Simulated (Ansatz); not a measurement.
Density of states of RbGa₆AgS₁₀ (Cc, 36 atoms in the cell).

```yaml
crystal:
  lattice:
    - [8.37533, -3.20859, 0.00000]
    - [8.37533, 3.20859, 0.00000]
    - [-5.84755, 0.00000, 14.99356]
  atoms:
    - { symbol: Rb, position: [0.61740, 0.00466, 0.35313] }
    - { symbol: Rb, position: [0.00466, 0.61740, 0.85313] }
    - { symbol: Ag, position: [0.40700, 0.75554, 0.18309] }
    - { symbol: Ag, position: [0.75554, 0.40700, 0.68309] }
    - { symbol: Ga, position: [0.89273, 0.21247, 0.28237] }
    - { symbol: Ga, position: [0.21247, 0.89273, 0.78237] }
    - { symbol: Ga, position: [0.97018, 0.30230, 0.10450] }
    - { symbol: Ga, position: [0.30230, 0.97018, 0.60450] }
    - { symbol: Ga, position: [0.86860, 0.50656, 0.51011] }
    - { symbol: Ga, position: [0.50656, 0.86860, 0.01011] }
    - { symbol: Ga, position: [0.05108, 0.67958, 0.15098] }
    - { symbol: Ga, position: [0.67958, 0.05108, 0.65098] }
    - { symbol: Ga, position: [0.23112, 0.57414, 0.55362] }
    - { symbol: Ga, position: [0.57414, 0.23112, 0.05362] }
    - { symbol: Ga, position: [0.32472, 0.68202, 0.36993] }
    - { symbol: Ga, position: [0.68202, 0.32472, 0.86993] }
    - { symbol: S, position: [0.83200, 0.16800, 0.00000] }
    - { symbol: S, position: [0.16800, 0.83200, 0.50000] }
    - { symbol: S, position: [0.71137, 0.38261, 0.40633] }
    - { symbol: S, position: [0.38261, 0.71137, 0.90633] }
    - { symbol: S, position: [0.82708, 0.46228, 0.23230] }
    - { symbol: S, position: [0.46228, 0.82708, 0.73230] }
    - { symbol: S, position: [0.03884, 0.34724, 0.63448] }
    - { symbol: S, position: [0.34724, 0.03884, 0.13448] }
    - { symbol: S, position: [0.88743, 0.56383, 0.04867] }
    - { symbol: S, position: [0.56383, 0.88743, 0.54867] }
    - { symbol: S, position: [0.05420, 0.50060, 0.44431] }
    - { symbol: S, position: [0.50060, 0.05420, 0.94431] }
    - { symbol: S, position: [0.18424, 0.55004, 0.27898] }
    - { symbol: S, position: [0.55004, 0.18424, 0.77898] }
    - { symbol: S, position: [0.75313, 0.07193, 0.18343] }
    - { symbol: S, position: [0.07193, 0.75313, 0.68343] }
    - { symbol: S, position: [0.26414, 0.60554, 0.06947] }
    - { symbol: S, position: [0.60554, 0.26414, 0.56947] }
    - { symbol: S, position: [0.25953, 0.94653, 0.33334] }
    - { symbol: S, position: [0.94653, 0.25953, 0.83334] }
```

Method of the run: LDA (PW92), default PAW files made with PBE (plane waves; Ansatz, a first-principles code).

SCF settings: basis.ecutwfc = 420 eV; kpoints.mp_grid.grid = 3 3 1; hamiltonian.xc = lda; hamiltonian.pseudopotentials = {kind: paw} (the program's default PAW files); scf.occupations.method = fermi_dirac; scf.occupations.width = 0.1 eV. Keys of the DOS step: output.dos.nscf_kmesh.grid = 5 5 2; output.dos.method = {smearing: {sigma: 0.02}} eV.

The starting cell comes from a database of published, mostly measured structures (it also holds non-ambient and calculated ones), without a prior relaxation at this level. Its lattice was rescaled by a random factor within 2.5 % of one.

Total DOS (both spins), as means of the tabulated values in each energy bin; the zero is the program's Fermi level or highest filled level, and the curve is cut to this window:

```
E (eV) | states/eV/cell
    -7.88 | ############### 17.0
    -7.62 | ############# 14.9
    -7.38 | ######## 9.69
    -7.12 | ######## 9.40
    -6.88 | ########## 11.9
    -6.62 | ##### 5.73
    -6.38 | ##### 6.23
    -6.12 | ###### 6.64
    -5.88 | ###### 7.12
    -5.62 | ######### 9.86
    -5.38 | ############### 17.5
    -5.12 | ################# 19.7
    -4.88 | ######################## 27.9
    -4.62 | ########################### 31.4
    -4.38 | ########################## 29.8
    -4.12 | ############################ 32.0
    -3.88 | ###################### 24.9
    -3.62 | ############################## 34.3
    -3.38 | ############################# 32.9
    -3.12 | ########################### 31.0
    -2.88 | #################### 22.7
    -2.62 | ######################## 27.7
    -2.38 | ####################### 26.2
    -2.12 | ##################### 24.3
    -1.88 | ##################### 24.2
    -1.62 | ############### 17.0
    -1.38 | ############################ 32.5
    -1.12 |  0.23
    -0.88 |  0.00
    -0.62 |  0.00
    -0.38 |  0.00
    -0.12 |  0.00
     0.12 |  0.00
     0.38 |  0.00
     0.62 |  0.00
     0.88 |  0.16
     1.12 |  0.31
     1.38 | ## 2.79
     1.62 | ############### 16.9
     1.88 | #################### 23.4
     2.12 | ################### 22.2
     2.38 | ################# 18.9
     2.62 | ######## 8.72
     2.88 | ########## 11.2
     3.12 | ################### 22.0
```

The gap on the SCF mesh is 2.10 eV.

Keys are those of Ansatz 0.2.
